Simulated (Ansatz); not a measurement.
Take SrTe in the rock salt structure (space group Fm-3m, No. 225; a = 6.719 Å) as the base.

Level of theory: PBE in Ansatz (plane waves to 420 eV, PAW, no spin-orbit coupling).

Before the change:

```
Item                             Result
-----------------------------  --------
Volume per atom                37.92 Å³
Band gap                        1.78 eV
Width of the top valence band   1.46 eV
```

Perturbation: cell and atoms relaxed at a pressure of 10 GPa.

How does this affect the volume per atom?

The volume per atom drops by 6.95 Å³ (37.92 Å³ → 30.97 Å³).

What does the calculation give for the band gap after the change?

The band gap drops by 0.61 eV, from 1.78 eV to 1.17 eV.

What happens to the width of the top valence band?

The width of the top valence band increases by 0.438 eV to 1.89 eV.

With Te present, leaving out spin-orbit coupling can change the band edges. Load acts through the strain it causes; cell and atoms are relaxed under it. No phonon test of stability was made. Competing high-pressure phases were not computed.

Ansatz is a quantum-chemistry and plane-wave program.
